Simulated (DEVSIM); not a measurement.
System: illuminated Ge n-on-p cell, one wavelength, with a back-surface field, at 400 K.

```
layer (left to right)  material  thickness (μm)  Nd (cm⁻³)  Na (cm⁻³)  τn (s)  τp (s)  absorption coefficient (cm⁻¹)
---------------------  --------  --------------  ---------  ---------  ------  ------  -----------------------------
1                            Ge           0.610     3.2e18          -  4.8e-7  8.4e-7                           1100
2                            Ge            31.0          -     2.9e15  2.2e-6  2.2e-6                           1100
3                            Ge           0.270          -     2.1e18  2.2e-6  2.2e-6                           1100
```

Left contact: ohmic, minority hole recombination velocity 3000 cm/s. Right contact: ohmic, minority electron recombination velocity 2e6 cm/s. Voltage is applied to the left contact. Recombination: SRH at mid-gap, radiative, Auger. Light enters at the left, 1.4e19 photons cm⁻² s⁻¹, one pass, no reflection. Mobility is μmin + (μ − μmin)/(1 + (N/Nref)^α).

This is a model device: material constants are rounded textbook-type values typed into the input, and sizes, dopings and lifetimes were drawn at random. Values at 300 K; Nc and Nv go as T^1.5, mobilities as T to minus their exponent, the gap by Varshni's rule with the affinity fixed.

| parameter | Ge |
|---|---|
| gap (eV) | 0.664 |
| affinity (eV) | 4 |
| permittivity | 16 |
| Nc (cm⁻³) | 1.04e19 |
| Nv (cm⁻³) | 6e18 |
| μn (cm²/Vs) | 3900 |
| μp (cm²/Vs) | 1900 |
| μn,min | 150 |
| μp,min | 100 |
| Nref,n | 2.6e17 |
| Nref,p | 4e17 |
| αn | 0.56 |
| αp | 0.6 |
| T exponent of μn | 1.66 |
| T exponent of μp | 2.33 |
| B (cm³/s) | 6.4e-14 |
| Cn (cm⁶/s) | 1e-31 |
| Cp (cm⁶/s) | 1e-31 |
| Varshni α (eV/K) | 0.000477 |
| Varshni β (K) | 235 |

Model (solved in DEVSIM): 1D drift-diffusion, Boltzmann statistics, complete ionisation; no tunnelling, impact ionisation, image-force lowering or self-heating.

### Question
Tabulate band edges, carrier densities and field at zero bias, in the dark.

### Answer
Energies count from the Fermi level of the right contact; mesh points crowd at the junctions.

| x (μm) | Ec (eV) | Ev (eV) | n (cm⁻³) | p (cm⁻³) | field (V/cm) |
|---|---|---|---|---|---|
| 0.000 | 0.056 | -0.569 | 3.2e18 | 6.3e11 | ≈ 0 |
| 0.03822 | 0.056 | -0.569 | 3.2e18 | 6.3e11 | ≈ 0 |
| 0.1384 | 0.056 | -0.569 | 3.2e18 | 6.3e11 | ≈ 0 |
| 0.3617 | 0.056 | -0.569 | 3.2e18 | 6.3e11 | ≈ 0 |
| 0.5536 | 0.056 | -0.569 | 3.2e18 | 6.3e11 | ≈ 0 |
| 0.6026 | 0.060 | -0.565 | 2.8e18 | 7.1e11 | 13000 |
| 0.6360 | 0.198 | -0.426 | 5.1e16 | 4.0e13 | 22000 |
| 0.7704 | 0.317 | -0.308 | 1.6e15 | 1.2e15 | 3800 |
| 1.077 | 0.351 | -0.273 | 6.0e14 | 3.4e15 | 130 |
| 1.945 | 0.352 | -0.272 | 5.8e14 | 3.5e15 | ≈ 0 |
| 4.201 | 0.352 | -0.272 | 5.8e14 | 3.5e15 | ≈ 0 |
| 13.91 | 0.352 | -0.272 | 5.8e14 | 3.5e15 | ≈ 0 |
| 24.76 | 0.352 | -0.272 | 5.8e14 | 3.5e15 | ≈ 0 |
| 29.15 | 0.352 | -0.272 | 5.8e14 | 3.5e15 | ≈ 0 |
| 30.96 | 0.352 | -0.272 | 5.8e14 | 3.5e15 | ≈ 0 |
| 31.38 | 0.359 | -0.265 | 4.8e14 | 4.2e15 | 760 |
| 31.54 | 0.401 | -0.223 | 1.4e14 | 1.4e16 | 7100 |
| 31.60 | 0.488 | -0.136 | 1.1e13 | 1.8e17 | 36000 |
| 31.64 | 0.573 | -0.051 | 9.7e11 | 2.1e18 | 14 |
| 31.72 | 0.573 | -0.051 | 9.7e11 | 2.1e18 | ≈ 0 |
| 31.82 | 0.573 | -0.051 | 9.7e11 | 2.1e18 | ≈ 0 |
| 31.88 | 0.573 | -0.051 | 9.7e11 | 2.1e18 | ≈ 0 |
